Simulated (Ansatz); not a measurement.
The parent structure is CdSe in the zinc blende structure (space group F-43m, No. 216; a = 6.007 Å). Axes: x, y, z lie along the cube axes.

One thing is altered: biaxial strain −1.25 %, plane normal [111], relaxed out of plane (Cartesian); in-plane vectors clamped, the third vector and the atoms free.

Calculations: Ansatz (an electronic-structure program) LDA, no spin-orbit coupling.

Task: Give the band edges at the high-symmetry points of the new zone, measured from its valence-band maximum.

Result: 
```csv
point,valence edge (eV),conduction edge (eV)
Γ,0.00,0.39
T,-0.81,2.36
H₂,-2.49,4.92
H₀,-2.49,4.92
L,-0.83,2.14
S₀,-1.78,3.38
S₂,-1.78,3.38
F,-2.02,2.79
```

The gap is 0.39 eV, direct at Γ.

Whether these cells are dynamically stable was not tested. Labels are those of the standard path for the cell's own space group.
